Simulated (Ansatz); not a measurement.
Defect: interstitial As in silicon strained by +1.5 % along x and y, z held, charge state -1. The step: a direct jump of one As atom; the atom moves 1.35 Å along (-0.17, 0.17, 0.00) of the unit cell; the moving atom starts with neighbours Si at 2.29, Si at 2.30, Si at 2.63, Si at 2.64, Si at 2.91, Si at 2.92 Å and ends with Si at 2.29, Si at 2.30, Si at 2.63, Si at 2.64, Si at 2.91, Si at 2.92 Å. DFT values are from Ansatz (plane-wave PAW, 420 eV unless said) in a cell of 64 host sites, spin-restricted, static, with no finite-size correction. The charge state is imposed; whether it is stable for some Fermi level was not computed. Sites that were not tried may lie lower. For the PBE band: the saddle point's order was not checked, and it lies on a symmetry element of the cell, where a band can be held.

```tsv
Level	Forward barrier (eV)	Cost of the band or of the saddle's single point
CHGNet universal potential (has no charge state), its own band	0.03	-
PBE, a 2×2×2 k-point mesh shifted by half a step, band relaxed	0.10	very roughly 60 core-minutes
PBE, a 3×3×3 k-point mesh shifted by half a step, same geometries	0.10	very roughly 7 core-minutes
```

Ansatz is a program for electronic structure.
